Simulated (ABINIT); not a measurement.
**A self-consistent single point of Cs2AlCuCl6 (Fm-3m, 10 atoms in the cell) with ABINIT**

Level of theory: PBEsol, PAW (JTH v2.0 PBE PAW, files made for PBE) (plane waves; ABINIT).

Input as run:

```
# Cs2AlCuCl6, JTH v2.0 PBE PAW
pp_dirpath "./"
pseudos "Cs.GGA_PBE-JTH.xml, Al.GGA_PBE-JTH.xml, Cu.GGA_PBE-JTH.xml, Cl.GGA_PBE-JTH.xml"
acell 13.5040495425 13.5040495425 13.5040495425
rprim
         0.0000000000    0.7071067812    0.7071067812
         0.7071067812    0.0000000000    0.7071067812
         0.7071067812    0.7071067812    0.0000000000
natom 10
ntypat 4
znucl 55 13 29 17
typat 1 1 2 3 4 4 4 4 4 4
xred
         0.7500000000    0.7500000000    0.7500000000
         0.2500000000    0.2500000000    0.2500000000
         0.0000000000    0.0000000000    0.0000000000
         0.5000000000    0.5000000000    0.5000000000
         0.7634100000    0.2365900000    0.2365900000
         0.2365900000    0.7634100000    0.7634100000
         0.2365900000    0.7634100000    0.2365900000
         0.7634100000    0.2365900000    0.7634100000
         0.2365900000    0.2365900000    0.7634100000
         0.7634100000    0.7634100000    0.2365900000
ecut 816 eV
pawecutdg 1633 eV
ixc -116133
occopt 3
tsmear 0.02 eV
nband 52
kptopt 1
ngkpt 3 3 3
nshiftk 1
shiftk 0 0 0
nstep 50
tolvrs 1.0e-12
prtwf 0
prtden 0
prtvol 1
enunit 2
```

Log, with long lists cut:

```
 Symmetries : space group Fm -3 m (#225); Bravais cF (face-center cubic)

 -outvars: echo values of preprocessed input variables --------
            acell      1.3504049543E+01  1.3504049543E+01  1.3504049543E+01 Bohr
             ecut      2.99874495E+01 Hartree
           enunit           2
              ixc     -116133
         kptrlatt        3    0    0      0    3    0      0    0    3
          kptrlen      4.05121486E+01
            natom          10
            nband          52
            ngfft          72      72      72
          ngfftdg          96      96      96
             nkpt           4
            nstep          50
             nsym          48
           ntypat           4
           occopt           3
        pawecutdg      6.00116484E+01 Hartree
            rprim      0.0000000000E+00  7.0710678120E-01  7.0710678120E-01
                       7.0710678120E-01  0.0000000000E+00  7.0710678120E-01
                       7.0710678120E-01  7.0710678120E-01  0.0000000000E+00
          spgroup         225
           tolvrs      1.00000000E-12
           tsmear      7.34986508E-04 Hartree
            typat      1  1  2  3  4  4  4  4  4  4
           useylm           1
             xred      7.5000000000E-01  7.5000000000E-01  7.5000000000E-01
                       2.5000000000E-01  2.5000000000E-01  2.5000000000E-01
                       0.0000000000E+00  0.0000000000E+00  0.0000000000E+00
                       5.0000000000E-01  5.0000000000E-01  5.0000000000E-01
                       7.6341000000E-01  2.3659000000E-01  2.3659000000E-01
                       2.3659000000E-01  7.6341000000E-01  7.6341000000E-01
                       2.3659000000E-01  7.6341000000E-01  2.3659000000E-01
                       7.6341000000E-01  2.3659000000E-01  7.6341000000E-01
                       2.3659000000E-01  2.3659000000E-01  7.6341000000E-01
                       7.6341000000E-01  7.6341000000E-01  2.3659000000E-01
            znucl       55.00000   13.00000   29.00000   17.00000

== DATASET  1 ==================================================================

 Real(R)+Recip(G) space primitive vectors, cartesian coordinates (Bohr,Bohr^-1):
 R(1)=  0.0000000  9.5488050  9.5488050  G(1)= -0.0523626  0.0523626  0.0523626
 R(2)=  9.5488050  0.0000000  9.5488050  G(2)=  0.0523626 -0.0523626  0.0523626
 R(3)=  9.5488050  9.5488050  0.0000000  G(3)=  0.0523626  0.0523626 -0.0523626
 Unit cell volume ucvol=  1.7413139E+03 bohr^3
 Angles (23,13,12)=  6.00000000E+01  6.00000000E+01  6.00000000E+01 degrees

 Coarse grid specifications (used for wave-functions):

 getcut: wavevector=  0.0000  0.0000  0.0000  ngfft=  72  72  72
         ecut(hartree)=     29.987   => boxcut(ratio)=   2.16289

 Fine grid specifications (used for densities):

 getcut: wavevector=  0.0000  0.0000  0.0000  ngfft=  96  96  96
         ecut(hartree)=     60.012   => boxcut(ratio)=   2.03856

   1.37169108E+04                                ecore*ucvol(ha*bohr**3)

_setup2: Arith. and geom. avg. npw (full set) are   13656.111   13656.106
--- !BeginCycle
solver: {iscf: 17, nstep: 50, nline: 4, wfoptalg: 10, }
tolerances: {tolvrs: 1.00E-12, }
...

     iter   Etot(hartree)      deltaE(h)  residm     nres2
 ETOT  1  -326.25899872815    -3.263E+02 5.116E+01 8.871E+01
 ETOT  2  -332.31074525719    -6.052E+00 5.823E-02 1.698E+02
 ETOT  3  -332.02472394478     2.860E-01 5.131E-02 2.993E+01
 ETOT  4  -332.00970089238     1.502E-02 6.694E-03 1.724E+01
 ETOT  5  -331.98578734555     2.391E-02 4.584E-03 4.789E+00
 ETOT  6  -331.97912087816     6.666E-03 3.129E-03 2.122E-01
   [... 12 lines left out ...]
 ETOT 19  -331.97977778276     8.953E-11 1.980E-03 1.940E-09
 ETOT 20  -331.97977778276     1.307E-12 1.489E-03 7.108E-10
 ETOT 21  -331.97977778275     3.240E-12 7.558E-04 1.040E-10
 ETOT 22  -331.97977778278    -2.569E-11 4.645E-04 7.492E-12
 ETOT 23  -331.97977778273     4.718E-11 2.251E-04 8.343E-13
 At SCF step   23       nres2   =  8.34E-13 < tolvrs=  1.00E-12 =>converged.

 Cartesian components of stress tensor (hartree/bohr^3)
  sigma(1 1)=  7.77112977E-05  sigma(3 2)=  0.00000000E+00
  sigma(2 2)=  7.77112977E-05  sigma(3 1)=  0.00000000E+00
  sigma(3 3)=  7.77112977E-05  sigma(2 1)=  0.00000000E+00

 ----iterations are completed or convergence reached----

 reduced coordinates (array xred) for   10 atoms
       0.750000000000      0.750000000000      0.750000000000
       0.250000000000      0.250000000000      0.250000000000
       0.000000000000      0.000000000000      0.000000000000
       0.500000000000      0.500000000000      0.500000000000
       0.763410000000      0.236590000000      0.236590000000
       0.236590000000      0.763410000000      0.763410000000
       0.236590000000      0.763410000000      0.236590000000
       0.763410000000      0.236590000000      0.763410000000
       0.236590000000      0.236590000000      0.763410000000
       0.763410000000      0.763410000000      0.236590000000
 cartesian forces (eV/Angstrom) at end:
    1     -0.00000000000000    -0.00000000000000     0.00000000000000
    2      0.00000000000000    -0.00000000000000     0.00000000000000
    3     -0.00000000000000    -0.00000000000000     0.00000000000000
    4     -0.00000000000000    -0.00000000000000     0.00000000000000
    5      0.02251932618884     0.00000000000000    -0.00000000000000
    6     -0.02251932618884     0.00000000000000    -0.00000000000000
    7     -0.00000000000000     0.02251932618884     0.00000000000000
    8     -0.00000000000000    -0.02251932618884     0.00000000000000
    9      0.00000000000000    -0.00000000000000     0.02251932618884
   10     -0.00000000000000     0.00000000000000    -0.02251932618884
 frms,max,avg= 1.0070949E-02 2.2519326E-02   0.000E+00  0.000E+00  0.000E+00 e/A
 length scales= 13.504049542500 13.504049542500 13.504049542500 bohr
              =  7.146035241561  7.146035241561  7.146035241561 angstroms
 Fermi (or HOMO) energy (hartree) =   0.10028   Average Vxc (hartree)=  -0.33649
 Eigenvalues (hartree) for nkpt=   4  k points:
   [... lines left out ...]
 Fermi (or HOMO) energy (eV) =   2.72867   Average Vxc (eV)=  -9.15627
   [... lines left out ...]
 -12.23861  -12.23861  -11.93323  -11.93323   -4.94976   -4.94976   -4.94976   -4.73597
  -4.73597   -4.73597   -4.49434   -2.13289   -2.13289   -2.13289   -0.75094   -0.75094
  -0.75094   -0.66484   -0.66484    0.09508    0.09508    0.09508    0.54112    0.54112
   0.54112    0.85621    0.85621    0.85621    1.87510    1.87510    1.87510    2.41822
   2.41822    2.99743    6.84258    6.84258    6.84258    7.10892    7.10892    7.11687
   8.09118    8.09118    8.09118    8.75696
 prteigrs : prtvol=0 or 1, do not print more k-points.

--- !EnergyTerms
comment             : Components of total free energy in Hartree
kinetic             :  6.15319450356643E+01
hartree             :  1.06049594811599E+02
xc                  : -5.58368965554505E+01
Ewald energy        : -1.82460192404515E+02
psp_core            :  7.87733370835115E+00
local_psp           : -2.70621094262680E+02
spherical_terms     :  1.47953177856795E+00
internal            : -3.31979777888464E+02
'-kT*entropy'       : -2.46143318151503E-09
total_energy        : -3.31979777890926E+02
total_energy_eV     : -9.03362916994752E+03
...

-Cartesian components of stress tensor (GPa)         [Pressure= -2.2863E+00 GPa]
- sigma(1 1)=  2.28634493E+00  sigma(3 2)=  0.00000000E+00
- sigma(2 2)=  2.28634493E+00  sigma(3 1)=  0.00000000E+00
- sigma(3 3)=  2.28634493E+00  sigma(2 1)=  0.00000000E+00

 Calculation completed.
```

The run converged in 23 iterations.

The starting cell comes from a database of computed structures (which also holds hypothetical and non-ambient phases and stackings), without a prior relaxation at this level. The potentials were made for another functional than the one used.

These are the values that this program gave, and no reference: the one-centre exchange-correlation terms come from a truncated expansion.

Cost on one core of a shared machine: roughly 7 min.
